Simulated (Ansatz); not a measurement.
**A constructed model of the (110) surface of bcc W, a cell of two sites (a+b, b-a) surface alloy, Sb on one W site of the top plane (bottom of the slab: a bare face, its two planes held)**

Computed with PBE (plane waves to 420 eV, PAW; Ansatz, a quantum-chemistry and plane-wave program).

Model: 12-atom slab, 11.2 Å thick at the start with caps and adatoms (thin: gaps and levels are the slab's own), 12x8x1 mesh, Fermi-Dirac 0.1 eV, dipole correction, 4 atoms held, the rest relaxed; symmetry of the start imposed; no spin, no spin-orbit, no U. It is one candidate, not shown to be the stable structure of the face.

```yaml
work_function_of_the_top_face: 4.04 eV
energy_released_by_relaxation: 0.47 eV
cost: about 17 core-minutes (a rough figure)
```
